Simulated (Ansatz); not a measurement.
Take InP in the zinc blende structure (space group F-43m, No. 216; a = 5.827 Å) as the base.

All numbers come from LDA (Ansatz, a first-principles code; PAW; 420 eV plane waves; scalar-relativistic without spin-orbit coupling).

Before the change:

- Pressure = 0.0 kbar

Modification: the cell is scaled by 1.0250 in all directions, atoms relaxed at fixed cell.

Q: Estimate the effect on the energy relative to the base, mean gap deformation potential ΔEg/Δln V and pressure.

A: The energy grows by 28 meV/atom; the mean gap deformation potential ΔEg/Δln V is -5.4 eV; the pressure goes from zero to -44.3 kbar.

The cells carry an imposed strain or load. Whether these cells are dynamically stable was not tested. A zero or small gap of InP under isotropic strain +2.50 % can be the functional's error rather than a property of the material.
